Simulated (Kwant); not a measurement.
Model system: wire with a side stub in a In0.53Ga0.47As two-dimensional gas. Effective mass 0.041 mₑ, grid spacing 7.5 nm, hard walls, nominal width 150 nm (19 grid rows, so walls 150 nm apart), one parabolic valley, scattering region 450 nm long along x; energies count from the band bottom; Fermi energy swept from 0.0003261 to 0.0038724 eV. Closed stub on one side, 170 nm wide and 81 nm deep.

Constants are typed, rounded textbook-type inputs, not results; the design itself was drawn at random and stands for no fabricated device.

Computed with Kwant: effective-mass tight-binding model on a square grid, one spin, coherent transport at 0 K. Conductance is in e²/h.

Question: How many channels do the leads carry at E = 3.10 meV?

Answer: The hard-wall thresholds are n² ħ²π²/(2mW²) = n² × 0.408 meV with W = 150 nm. √(3.10/0.408) = 2.76, so 2.
